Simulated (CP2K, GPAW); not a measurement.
A GPAW input for a self-consistent single point of ZnGe₃ (Pm-3m, 4 atoms in the cell) (DFT PBEsol, plane waves, GPAW PAW datasets PBEsol (made by gpaw-setup)):

```python
from ase import Atoms
from ase.units import GPa
from gpaw import GPAW

atoms = Atoms(['Zn', 'Ge', 'Ge', 'Ge'],
              cell=[[4.137913, 0.000000, 0.000000],
                    [0.000000, 4.137913, 0.000000],
                    [0.000000, 0.000000, 4.137913]],
              positions=[[0.000000, 0.000000, 0.000000],
                         [0.000000, 2.068957, 2.068957],
                         [2.068957, 0.000000, 2.068957],
                         [2.068957, 2.068957, 0.000000]],
              pbc=True)

calc = GPAW(mode={'name': 'pw', 'ecut': 800},
            xc='PBEsol',
            kpts={'size': (10, 10, 10), 'gamma': True},
            occupations={'name': 'methfessel-paxton', 'width': 0.136, 'order': 0},
            nbands=-8,
            convergence={'forces': 0.001},
            symmetry={'symmorphic': False, 'tolerance': 0.0005},
            maxiter=150)

atoms.calc = calc

energy = atoms.get_potential_energy()
print('Energy (eV):', round(energy, 6))
forces = atoms.get_forces()
print('Forces (eV/Ang):')
print(forces.round(5))
stress = atoms.get_stress()
print('Stress (GPa, Voigt):', (stress / GPa).round(4))
```

**Question.** Give the CP2K input for the same structure, mesh, smearing and functional.

**Answer.** This is the input that was run; spellings and numerical settings could be chosen otherwise.

```
&GLOBAL
  PROJECT bulk
  RUN_TYPE ENERGY_FORCE
  PRINT_LEVEL MEDIUM
&END GLOBAL
&FORCE_EVAL
  METHOD Quickstep
  STRESS_TENSOR ANALYTICAL
  &DFT
    BASIS_SET_FILE_NAME BASIS_MOLOPT
    POTENTIAL_FILE_NAME GTH_POTENTIALS
    &QS
      METHOD GPW
      EPS_DEFAULT 1E-10
    &END QS
    &MGRID
      CUTOFF 600
      REL_CUTOFF 50
      NGRIDS 5
    &END MGRID
    &SCF
      SCF_GUESS ATOMIC
      EPS_SCF 1E-6
      MAX_SCF 100
      ADDED_MOS 5
      &DIAGONALIZATION
        ALGORITHM STANDARD
      &END DIAGONALIZATION
      &MIXING
        METHOD BROYDEN_MIXING
        ALPHA 0.2
        NBUFFER 12
        BETA 1
      &END MIXING
      &SMEAR ON
        METHOD GAUSSIAN
        SIGMA [eV] 0.136
      &END SMEAR
    &END SCF
    &KPOINTS
      SCHEME MONKHORST-PACK 10 10 10
      GAMMA_CENTERED T
    &END KPOINTS
    &XC
      &XC_FUNCTIONAL
        &PBE
          PARAMETRIZATION PBESOL
        &END PBE
      &END XC_FUNCTIONAL
    &END XC
    &PRINT
      &MO
        EIGENVALUES T
        OCCUPATION_NUMBERS T
        NDIGITS 8
        FILENAME mo
        &EACH
          QS_SCF 0
        &END EACH
        ADD_LAST NUMERIC
      &END MO
      &MULLIKEN ON
      &END MULLIKEN
    &END PRINT
  &END DFT
  &SUBSYS
    &CELL
      A 4.13791300 0.00000000 0.00000000
      B 0.00000000 4.13791300 0.00000000
      C 0.00000000 0.00000000 4.13791300
      PERIODIC XYZ
    &END CELL
    &COORD
      SCALED
      Zn       0.00000000     0.00000000     0.00000000
      Ge       0.00000000     0.50000000     0.50000000
      Ge       0.50000000     0.00000000     0.50000000
      Ge       0.50000000     0.50000000     0.00000000
    &END COORD
    &KIND Zn
      BASIS_SET DZVP-MOLOPT-SR-GTH
      POTENTIAL GTH-PBE-q12
    &END KIND
    &KIND Ge
      BASIS_SET DZVP-MOLOPT-SR-GTH
      POTENTIAL GTH-PBE-q4
    &END KIND
  &END SUBSYS
  &PRINT
    &FORCES ON
    &END FORCES
    &STRESS_TENSOR ON
    &END STRESS_TENSOR
  &END PRINT
&END FORCE_EVAL
```

Basis, cutoffs, solver keys and any potentials are the target program's own. This input uses DFT PBEsol, GPW, DZVP-MOLOPT-SR-GTH basis, GTH-PBE potentials (GTH_POTENTIALS). Both were run: pressure -0.45 GPa in GPAW and 3.38 in CP2K.

On GPAW: the starting cell comes from a database of computed structures (which also holds hypothetical and non-ambient phases and stackings), without a prior relaxation at this level. For this run, on top of that: lattice scaled by 0.98.

On CP2K: the starting cell comes from a database of computed structures (which also holds hypothetical and non-ambient phases and stackings), without a prior relaxation at this level. For this run, on top of that: lattice scaled by 0.98. Values carry the incompleteness of an atom-centred basis. The potentials were made for another functional than the one used. With a pressure of about 3 GPa the cell is away from its equilibrium volume at this level.
